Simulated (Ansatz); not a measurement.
Results of r²SCAN+rVV10 (PAW; Ansatz, a first-principles code) for CsCl-type NiAl.

Run with plane-wave cutoff 560 eV, 20×20×20 k mesh, Fermi–Dirac smearing 0.05 eV, no spin polarisation, scalar-relativistic PAW data made under PBE.

Energies at three volumes about the minimum:

```csv
V (Å³/atom),E − E_lowest (meV/atom)
11.427,2.71
11.660,0.00
11.893,2.52
```

### Question
Fit a parabola by hand: where is the minimum, what lattice constant follows, and what is the bulk modulus?

### Answer
Slopes: (0.00 − 2.71)/(11.660 − 11.427) = -11.631 and (2.52 − 0.00)/(11.893 − 11.660) = 10.815 meV/Å³. Curvature E″ = 2 × (10.815 − (-11.631))/(11.893 − 11.427) = 96.335 meV/Å⁶. From the middle of the first interval, the slope vanishes at V0 = 11.5435 − (-11.631)/96.335 = 11.664 Å³/atom. B = V0 E″ = 11.664 × 96.335 meV/Å³ × 0.1602 GPa per meV/Å³ = 180 GPa. With 2 atoms in the cube, a = (2 × 11.664)^(1/3) = 2.857 Å. The full Birch–Murnaghan fit to all volumes gives V0 = 11.660 Å³/atom and B0 = 180 GPa.

Measured, for comparison: bulk modulus 156 GPa (room temperature, not corrected to a static lattice; as tabulated in Yamada et al. (2019), arXiv:1910.09660); lattice constant a 2.882 Å (extrapolated to 0 K, zero-point anharmonic expansion removed (Haas, Tran, Blaha 2009); as tabulated in Levämäki et al. (2014), arXiv:1402.3671). Computed (rounded) less measured: bulk modulus +15 %.
